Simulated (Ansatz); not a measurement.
**NaCl in the rock salt structure (space group Fm-3m, No. 225)**

```yaml
crystal:
  lattice:
    - [0.00000, 2.80101, 2.80101]
    - [2.80101, 0.00000, 2.80101]
    - [2.80101, 2.80101, 0.00000]
  atoms:
    - { symbol: Na, position: [0.00000, 0.00000, 0.00000] }
    - { symbol: Cl, position: [0.50000, 0.50000, 0.50000] }
```

The values are results of PBEsol in Ansatz (plane waves to 420 eV, PAW, no spin-orbit coupling), not measurements. Settings: 10×10×10 k-points, 0.05 eV Fermi–Dirac smearing.

The volume per atom is 21.98 Å³, the density comes out as 2.21 g/cm³ and the band gap comes out as 5.01 eV, direct at Γ. The electron mass is 0.39 mₑ, the hole mass (degenerate bands, along [100]) is 0.60, 2.7, 2.7 mₑ and the lowest conduction-band minima above the VBM is Γ 5.01 eV. The total energy is -1270.143 eV/atom (σ→0; compares only within this code and set-up).

Masses are band curvatures over ±0.01 Å⁻¹ around the edge. Whether these cells are dynamically stable was not tested.

Ansatz is an electronic-structure program.
